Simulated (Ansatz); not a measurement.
System: BeSe (model structure, started from the BN type, Pm-3n, No. 223, 12 atoms in the cell). Method: LDA (PAW; Ansatz, a program for electronic structure).

Numerical settings: plane-wave cutoff 520 eV, 6×6×6 k mesh, Fermi–Dirac smearing 0.01 eV, scalar-relativistic PAW data made under PBE.

Cell (relaxed at this level):

```cif
data_Be6Se6
_chemical_formula_sum 'Be6 Se6'
_space_group_name_H-M_alt 'P 1'
_space_group_IT_number 1
_cell_length_a 6.26941
_cell_length_b 6.26941
_cell_length_c 6.26941
_cell_angle_alpha 90.000
_cell_angle_beta 90.000
_cell_angle_gamma 90.000
loop_
_space_group_symop_operation_xyz
  'x, y, z'
loop_
_atom_site_label
_atom_site_type_symbol
_atom_site_fract_x
_atom_site_fract_y
_atom_site_fract_z
_atom_site_occupancy
Be1 Be 0.25000 0.00000 0.50000 1
Be2 Be 0.50000 0.25000 0.00000 1
Be3 Be 0.50000 0.75000 0.00000 1
Be4 Be 0.75000 0.00000 0.50000 1
Be5 Be 0.00000 0.50000 0.75000 1
Be6 Be 0.00000 0.50000 0.25000 1
Se1 Se 0.25000 0.50000 0.00000 1
Se2 Se 0.00000 0.25000 0.50000 1
Se3 Se 0.00000 0.75000 0.50000 1
Se4 Se 0.75000 0.50000 0.00000 1
Se5 Se 0.50000 0.00000 0.75000 1
Se6 Se 0.50000 0.00000 0.25000 1
```

Task: Predict the band gap, smallest direct gap on the k points sampled and Γ–Γ gap.

Result: 
band gap: 2.49 eV (indirect)
smallest direct gap on the k points sampled: 2.68 eV
Γ–Γ gap: 3.01 eV

Note: the relaxation could raise the start's symmetry but not lower it, so the cell can be a saddle point.

Spin–orbit coupling is not included.

A model structure was made by putting elements into a prototype or built by hand; it is no filed structure, need not be a known phase, and can be a saddle point held by its symmetry.
